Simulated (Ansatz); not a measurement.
The parent structure is SnO in the litharge type structure (space group P4/nmm, No. 129; a = 3.7927 Å, c = 4.7644 Å; layered, stacked along the Cartesian z axis).

Computed with r2SCAN+rVV10/PAW in Ansatz (a quantum-chemistry and plane-wave program), no spin-orbit coupling, earlier PAW set.

For the base:

The gap character is absent and the band gap is zero.

Now apply this change: an isotropic linear strain of +1.97 %, atoms relaxed at fixed cell.

### Question
Predict the new gap character, band gap and largest internal atomic displacement.

### Answer
The gap character changes from absent to indirect, M–Γ (87 % along) → M; the band gap becomes 0.53 eV (base: zero); the largest internal atomic displacement amounts to 0.042 Å.

Stability against distortions was not tested. The final runs are not spin-polarised. A zero or small gap of SnO can be the functional's error rather than a property of the material.
